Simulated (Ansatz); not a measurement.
The starting structures come from a database of crystals and need not be the phases stable at ambient conditions.

 Where the default PAW files enter, the runs use the earlier of Ansatz's two default sets.

Given:

```xyz
10
Lattice="5.3790 0.0000 0.0000 -2.6895 4.6584 0.0000 2.6895 1.5528 4.7649" Properties=species:S:1:pos:R:3 pbc="T T T"
Zn     0.0000     3.1056     0.4592
Zn     5.3790     3.1056     4.3057
Sn     2.6895     4.6584     2.1436
Sn     2.6895     1.5528     2.6213
O      1.9092     2.9788     1.2179
O      3.4699     3.2324     3.5470
O     -0.8448     4.8224     1.2179
O      6.2238     1.3888     3.5470
O      4.3146     1.5156     1.2179
O      1.0644     4.6956     3.5470
```

Space group of this cell: R-3. The cell is taken as given; by PBEsol its mean pressure is -7.0 GPa.

The current runs along the normal of the first two printed vectors, the (001) plane. All runs by Ansatz (a first-principles code), plane waves and PAW, without spin-orbit coupling; the base is PBEsol.

```json
[
 {"run": "base", "mean pressure (GPa)": "-7.0", "gap (eV)": "1.20", "mid-gap κ (1/Å)": "0.129"},
 {"run": "all lengths scaled by 0.98", "mean pressure (GPa)": "3.7", "gap (eV)": "1.62", "mid-gap κ (1/Å)": "0.162"},
 {"run": "all lengths scaled by 1.02", "mean pressure (GPa)": "-14.7", "gap (eV)": "…", "mid-gap κ (1/Å)": "…"},
 {"run": "lda in place of pbesol", "mean pressure (GPa)": "-12.3", "gap (eV)": "…", "mid-gap κ (1/Å)": "…"},
 {"run": "lengths across the current scaled by 0.98, ions clamped", "mean pressure (GPa)": "0.3", "gap (eV)": "1.50", "mid-gap κ (1/Å)": "0.154"},
 {"run": "lengths across the current scaled by 1.02, ions clamped", "mean pressure (GPa)": "-12.8", "gap (eV)": "0.90", "mid-gap κ (1/Å)": "0.103"},
 {"run": "lengths along the current scaled by 0.97, ions clamped", "mean pressure (GPa)": "-2.7", "gap (eV)": "…", "mid-gap κ (1/Å)": "…"},
 {"run": "lengths along the current scaled by 1.03, ions clamped", "mean pressure (GPa)": "-10.6", "gap (eV)": "1.04", "mid-gap κ (1/Å)": "0.118"}
]
```

Q: Some entries are withheld; supply them.

A: 
- all lengths scaled by 1.02, gap (eV): 0.81
- all lengths scaled by 1.02, mid-gap κ (1/Å): 0.097
- lda in place of pbesol, gap (eV): 1.18
- lda in place of pbesol, mid-gap κ (1/Å): 0.128
- lengths along the current scaled by 0.97, ions clamped, gap (eV): 1.34
- lengths along the current scaled by 0.97, ions clamped, mid-gap κ (1/Å): 0.139
